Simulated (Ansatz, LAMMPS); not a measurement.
# Si well of 16 atomic layers along [001] in random Si0.5Ge0.5, interfaces graded over 4 layers

Cell 16.85 × 16.85 × 55.23 Å, Si491Ge229, 720 atoms. Prepared with Tersoff's 1989 multicomponent potential (SiCGe.tersoff) (LAMMPS): minimisation. 

That structure was relaxed on with Ansatz (a program for electronic structure) with PBE, support functions at accuracy medium on the grid of 370 eV. Basis: localised support functions (accuracy medium) on a full density matrix. k-points: zone centre alone; occupations: Fermi-Dirac, 0.010 eV; spin polarisation not allowed. Scalar-relativistic, no spin-orbit coupling.

Question: What does DFT change in the classical structure?

Answer: The energy falls by 0.4 meV an atom over 3 steps; atoms move by 0.014 Å root mean square, 0.04 Å at most.
| quantity | classical minimum | after DFT steps |
|---|---|---|
| 4-fold atoms (%) | 100.0 | 100.0 |
| spread of bond angles (°) | 1.3 | 1.4 |
